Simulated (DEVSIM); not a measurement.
System: Si p-i-n diode, at 250 K.

```
layer (left to right)  material  thickness (μm)  Nd (cm⁻³)  Na (cm⁻³)  τn (s)  τp (s)
---------------------  --------  --------------  ---------  ---------  ------  ------
1                            Si            1.70          -     2.7e18  2.5e-5  2.5e-5
2                            Si            7.40     1.5e12          -  2.5e-5  2.5e-5
3                            Si            1.40     2.4e17          -  2.5e-5  2.5e-5
```

Left contact: ohmic. Right contact: ohmic. Voltage is applied to the left contact. Recombination: SRH at mid-gap, radiative, Auger. Mobility is μmin + (μ − μmin)/(1 + (N/Nref)^α).

The device is made up for the run: typed textbook-type constants, with dimensions and the other settings drawn at random. Values at 300 K; Nc and Nv go as T^1.5, mobilities as T to minus their exponent, the gap by Varshni's rule with the affinity fixed.

```tsv
parameter	Si
gap (eV)	1.124
affinity (eV)	4.05
permittivity	11.7
Nc (cm⁻³)	2.86e19
Nv (cm⁻³)	3.1e19
μn (cm²/Vs)	1417
μp (cm²/Vs)	470
μn,min	52
μp,min	45
Nref,n	9.7e16
Nref,p	2.2e17
αn	0.68
αp	0.72
T exponent of μn	2.3
T exponent of μp	2.2
B (cm³/s)	4.7e-15
Cn (cm⁶/s)	2.8e-31
Cp (cm⁶/s)	9.9e-32
Varshni α (eV/K)	0.000473
Varshni β (K)	636
```

Simulated with DEVSIM: 1D drift-diffusion, Boltzmann statistics, complete ionisation; no tunnelling, impact ionisation, image-force lowering or self-heating.

**Question.** Tabulate band edges, carrier densities and field at -5.0 V on the left contact.

**Answer.** Energies count from the Fermi level of the right contact; mesh points crowd at the junctions.

```json
[
 {"x (μm)": "0.000", "Ec (eV)": "6.089", "Ev (eV)": "4.953", "n (cm⁻³)": "< 1e2", "p (cm⁻³)": "2.7e18", "field (V/cm)": "≈ 0"},
 {"x (μm)": "0.04459", "Ec (eV)": "6.089", "Ev (eV)": "4.953", "n (cm⁻³)": "< 1e2", "p (cm⁻³)": "2.7e18", "field (V/cm)": "≈ 0"},
 {"x (μm)": "0.1696", "Ec (eV)": "6.089", "Ev (eV)": "4.953", "n (cm⁻³)": "< 1e2", "p (cm⁻³)": "2.7e18", "field (V/cm)": "≈ 0"},
 {"x (μm)": "0.5420", "Ec (eV)": "6.089", "Ev (eV)": "4.953", "n (cm⁻³)": "< 1e2", "p (cm⁻³)": "2.7e18", "field (V/cm)": "≈ 0"},
 {"x (μm)": "1.373", "Ec (eV)": "6.089", "Ev (eV)": "4.953", "n (cm⁻³)": "< 1e2", "p (cm⁻³)": "2.7e18", "field (V/cm)": "≈ 0"},
 {"x (μm)": "1.604", "Ec (eV)": "6.089", "Ev (eV)": "4.953", "n (cm⁻³)": "< 1e2", "p (cm⁻³)": "2.7e18", "field (V/cm)": "≈ 0"},
 {"x (μm)": "1.682", "Ec (eV)": "6.089", "Ev (eV)": "4.953", "n (cm⁻³)": "< 1e2", "p (cm⁻³)": "2.7e18", "field (V/cm)": "-51"},
 {"x (μm)": "1.732", "Ec (eV)": "5.979", "Ev (eV)": "4.843", "n (cm⁻³)": "< 1e2", "p (cm⁻³)": "1.6e16", "field (V/cm)": "-13000"},
 {"x (μm)": "1.838", "Ec (eV)": "5.883", "Ev (eV)": "4.747", "n (cm⁻³)": "< 1e2", "p (cm⁻³)": "1.9e14", "field (V/cm)": "-8100"},
 {"x (μm)": "2.142", "Ec (eV)": "5.640", "Ev (eV)": "4.504", "n (cm⁻³)": "< 1e2", "p (cm⁻³)": "2.4e9", "field (V/cm)": "-8000"},
 {"x (μm)": "3.014", "Ec (eV)": "4.946", "Ev (eV)": "3.810", "n (cm⁻³)": "< 1e2", "p (cm⁻³)": "160", "field (V/cm)": "-7900"},
 {"x (μm)": "6.539", "Ec (eV)": "2.159", "Ev (eV)": "1.023", "n (cm⁻³)": "< 1e2", "p (cm⁻³)": "< 1e2", "field (V/cm)": "-7900"},
 {"x (μm)": "8.223", "Ec (eV)": "0.837", "Ev (eV)": "-0.299", "n (cm⁻³)": "350", "p (cm⁻³)": "< 1e2", "field (V/cm)": "-7800"},
 {"x (μm)": "8.810", "Ec (eV)": "0.378", "Ev (eV)": "-0.758", "n (cm⁻³)": "5.3e11", "p (cm⁻³)": "< 1e2", "field (V/cm)": "-7800"},
 {"x (μm)": "9.048", "Ec (eV)": "0.188", "Ev (eV)": "-0.948", "n (cm⁻³)": "3.5e15", "p (cm⁻³)": "< 1e2", "field (V/cm)": "-9200"},
 {"x (μm)": "9.099", "Ec (eV)": "0.122", "Ev (eV)": "-1.014", "n (cm⁻³)": "7.5e16", "p (cm⁻³)": "< 1e2", "field (V/cm)": "-24000"},
 {"x (μm)": "9.139", "Ec (eV)": "0.097", "Ev (eV)": "-1.039", "n (cm⁻³)": "2.4e17", "p (cm⁻³)": "< 1e2", "field (V/cm)": "-200"},
 {"x (μm)": "9.254", "Ec (eV)": "0.097", "Ev (eV)": "-1.039", "n (cm⁻³)": "2.4e17", "p (cm⁻³)": "< 1e2", "field (V/cm)": "≈ 0"},
 {"x (μm)": "9.783", "Ec (eV)": "0.097", "Ev (eV)": "-1.039", "n (cm⁻³)": "2.4e17", "p (cm⁻³)": "< 1e2", "field (V/cm)": "≈ 0"},
 {"x (μm)": "10.25", "Ec (eV)": "0.097", "Ev (eV)": "-1.039", "n (cm⁻³)": "2.4e17", "p (cm⁻³)": "< 1e2", "field (V/cm)": "≈ 0"},
 {"x (μm)": "10.43", "Ec (eV)": "0.097", "Ev (eV)": "-1.039", "n (cm⁻³)": "2.4e17", "p (cm⁻³)": "< 1e2", "field (V/cm)": "≈ 0"},
 {"x (μm)": "10.50", "Ec (eV)": "0.097", "Ev (eV)": "-1.039", "n (cm⁻³)": "2.4e17", "p (cm⁻³)": "< 1e2", "field (V/cm)": "≈ 0"}
]
```
